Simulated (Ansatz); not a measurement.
## SiO2, response to strain

The reference is SiO₂ in the rutile structure (space group P4_2/mnm, No. 136; a = 4.155 Å, c = 2.661 Å). Axes: x, y, z lie along a, b, c of the conventional cell.

Strains are applied to the cell and any free atomic positions relax.

Level of theory: LDA (Ansatz, an electronic-structure program), no SOC.

Notes on the quantities. energy relative to the base: free energy F.

```tsv
uniaxial strain ε_zz (%)	energy relative to the base (meV/atom)
0	0.0
0.6	0.6
1.2	2.5
1.8	?
2.4	9.7
3	15.0
```

Q: Fit ΔE = Aε² + Bε³ (ε in %) to the rows shown and predict the withheld row.

A: Least squares on the printed values gives A = 1.76 and B = -0.032 meV/atom (largest residual 0.0 meV/atom); this predicts 5.5 meV/atom, and the run gives 5.5 meV/atom, in agreement.

Whether these cells are dynamically stable was not tested.
